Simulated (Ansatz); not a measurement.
# Ansatz run on the (001) slab of TiTe2 (cut from a parent of space group no. 164; 6 atoms in the cell): self-consistent single point

Method: LDA (PW92), default PAW files made with PBE (plane waves; Ansatz, a first-principles code).

Input as run:

Ansatz 0.2 input:
```yaml
# TiTe2
crystal:
  lattice:
    - [3.835683, 0.000000, 0.000000]
    - [-1.917841, 3.321799, 0.000000]
    - [0.000000, 0.000000, 24.109910]
  atoms:
    - { symbol: Ti, position: [0.000000, 0.000000, 0.360255] }
    - { symbol: Te, position: [0.666667, 0.333333, 0.290337] }
    - { symbol: Te, position: [0.333333, 0.666667, 0.430176] }
    - { symbol: Ti, position: [0.000000, 0.000000, 0.639741] }
    - { symbol: Te, position: [0.666667, 0.333333, 0.569824] }
    - { symbol: Te, position: [0.333333, 0.666667, 0.709663] }
basis:
  ecutwfc: 420.0 eV
kpoints:
  mp_grid:
    grid: [9, 9, 1]
hamiltonian:
  xc: lda
  pseudopotentials:
    kind: paw
scf:
  occupations:
    method: fermi_dirac
    width: 0.1 eV
output:
  forces: true
  eigenvalues: true
  stress: true
```

Output, abridged:

```
WARN the atoms were moved onto the symmetric positions of the space group found under crystal.symmetry.tolerance 1.0e-5 (fractional …
WARN ansatz: RAYON_NUM_THREADS=1 ignored (pool sized by the plan → 1); use --threads N
Pseudopotentials: kind: paw
Pseudopotential: Ti, paw, valence charge 12
Pseudopotential: Te, paw, valence charge 16
Crystal: 6 atoms, lattice volume = 307.193 Å³
Basis set: ecut = 420 eV, 5973 PW (Γ)
Bands: 53, of which v1, the nominal top of the filled ones, is band 44 counted from 1 (43 counted from 0)
Symmetry: 12 space group operations
Space group: P-3m1 (ITA 164), of the structure as read, at distance tolerance 6.7e-5 Å
k-points: 12 of 81
PAW frozen core: Ti, regenerated for the run's functional, and the local potential with it
PAW frozen core: Te, regenerated for the run's functional, and the local potential with it
Initial density: superposition of atomic densities (neutral atoms: chi_scale 0, normalization atom), corrected by the library's trained network
Initial wavefunctions: pseudopotential atomic-orbital guess
Eigensolver: davidson
Functional: x = slater, c = lda
SCF iter   1: F=—  HF=-32213.234402 eV  |F-HF|=—  |Δ(HF+E_count)|=         —  Δρ=4.85e-3  dr2=7.29e-2  ethr=1.77e-3  ⟨swp⟩=7.7  Hψ=2528  notcnv=0
all-band conjugate gradients solve this SCF's bands
preconditioner: auto → LDOS
SCF iter   2: F=—  HF=-32213.235198 eV  |F-HF|=—  |Δ(HF+E_count)|=   7.97e-4  Δρ=4.60e-3  dr2=1.24e-1  ethr=8.29e-5  ⟨swp⟩=2.0  Hψ=1104  notcnv=0
SCF iter   3: F=—  HF=-32213.223696 eV  |F-HF|=—  |Δ(HF+E_count)|=   1.15e-2  Δρ=8.85e-4  dr2=5.50e-3  ethr=8.29e-5  ⟨swp⟩=2.0  Hψ=848  notcnv=0
SCF iter   4: F=—  HF=-32213.223240 eV  |F-HF|=—  |Δ(HF+E_count)|=   4.56e-4  Δρ=1.66e-4  dr2=1.72e-4  ethr=6.25e-6  ⟨swp⟩=2.0  Hψ=771  notcnv=0
SCF iter   5: F=—  HF=-32213.223193 eV  |F-HF|=—  |Δ(HF+E_count)|=   4.67e-5  Δρ=3.55e-5  dr2=6.43e-6  ethr=1.96e-7  ⟨swp⟩=2.2  Hψ=1132  notcnv=0
SCF iter   6: F=—  HF=-32213.223299 eV  |F-HF|=—  |Δ(HF+E_count)|=   1.06e-4  Δρ=7.61e-6  dr2=2.46e-7  ethr=7.31e-9  ⟨swp⟩=3.0  Hψ=1340  notcnv=0
SCF iter   7: F=-32213.223299 eV  HF=-32213.223299 eV  |F-HF|=4.30e-9  |Δ(HF+E_count)|=   1.31e-7  Δρ=2.33e-6  dr2=1.70e-8  ethr=1.14e-10  ⟨swp⟩=6.9  Hψ=2464  notcnv=0
SCF 1 converged in 7 iterations: F = -32213.223299 eV  dr2 = 1.70e-8
SCF converged after 7 iterations
Free energy (F): -32213.223299 eV
Harris-Foulkes:  -32213.223299 eV  (|F-HF|=4.30e-9)
Internal energy: -32213.130382 eV  (E = F + TS)
E sigma→0 (E₀):  -32213.176841 eV
Entropy (-TS):   -0.092917 eV (-15.486 meV/atom)
Fermi energy:    2.630719 eV
--- Per-component energies (eV) ---
  E_band       = -1984.766900
  E_kinetic    = 1267.213138
  E_local      = -56172.873638  (includes V_loc(G=0)·N_el)
  E_nonlocal   = -1194.387192
  E_hartree    = 28325.137806
  E_xc         = -687.418248
  E_vxc        = -661.058505  (∫ρ·V_xc dr)
  E_paw        = -20038.418538  (= ΣΔE_a)
  E_vpaw       = -1873.936717  (= ΣTr[D̂ρ^β])
  E_aug_tail   = -0.000553  (compensation charges beyond the density's cutoff)
  E_ewald      = 16284.250298
  E_core_change = 3.366545  (= ΣΔE_core)
  E_smearing   = -0.092917  (= −TS)
  E_closure    = -0.000000  (closes the sum)
  Σ components = -32213.223299   (vs F -32213.223299, Δ=0.00e0)
--- Forces (eV/Å), atoms counted from 1 ---
  atom   1  Ti     0.00000000    -0.00000000     0.07730420
  atom   2  Te    -0.00000000     0.00000000     0.35357219
  atom   3  Te     0.00000000    -0.00000000    -0.25126521
  atom   4  Ti    -0.00000000     0.00000000    -0.07730420
  atom   5  Te    -0.00000000     0.00000000     0.25126521
  atom   6  Te     0.00000000    -0.00000000    -0.35357219
  max |Σ_I F_I| component: 5.78e-19 eV/Å
--- Stress (GPa, compression-positive) ---
       -3.102147       0.000000      -0.000000
       -0.000000      -3.102147      -0.000000
       -0.000000      -0.000000      -1.694008
  P = ⅓ Tr σ = -2.6328 GPa (-26.328 kbar)
  The stress holds the Pulay correction. Without it, at fixed plane waves, as pw.x and ABINIT print it: P = -2.6526 GPa
--- Band table (eV; the first three rows and the last of 12) ---
  k-point 0: bands = ["-54.2861", "-54.2861", "-33.6113", "-33.6113", "-33.6108", "-33.6108", "-33.5822", "-33.5822", "-33.5816", "-33.5816", "-33.5682", "-33.5675", "-33.5391", "-33.5391", "-33.5391", "-33.5391", "-33.4996", "-33.4996", "-33.4996", [...]
  k-point 1: bands = ["-54.2858", "-54.2858", "-33.6112", "-33.6108", "-33.6104", "-33.6100", "-33.5826", "-33.5824", "-33.5819", "-33.5817", "-33.5677", "-33.5671", "-33.5392", "-33.5392", "-33.5382", "-33.5382", "-33.5000", "-33.5000", "-33.4998", [...]
  k-point 2: bands = ["-54.2852", "-54.2852", "-33.6112", "-33.6108", "-33.6083", "-33.6078", "-33.5834", "-33.5828", "-33.5827", "-33.5819", "-33.5665", "-33.5660", "-33.5392", "-33.5392", "-33.5359", "-33.5359", "-33.5008", "-33.5008", "-33.5002", [...]
  k-point 11: bands = ["-54.2836", "-54.2836", "-33.6082", "-33.6076", "-33.6058", "-33.6058", "-33.5850", "-33.5850", "-33.5836", "-33.5821", "-33.5636", "-33.5636", "-33.5355", "-33.5355", "-33.5336", "-33.5336", "-33.5031", "-33.5031", [...]
```

The run converged in 7 iterations.

The starting cell comes from a database of computed structures (which also holds hypothetical and non-ambient phases and stackings), without a prior relaxation at this level. The slab is cut from that crystal, and its faces are unrelaxed. Its lattice was rescaled by up to half a per cent. Spin-orbit coupling is off. Spin polarisation is off, so a magnetic state, if there is one, cannot be reached.
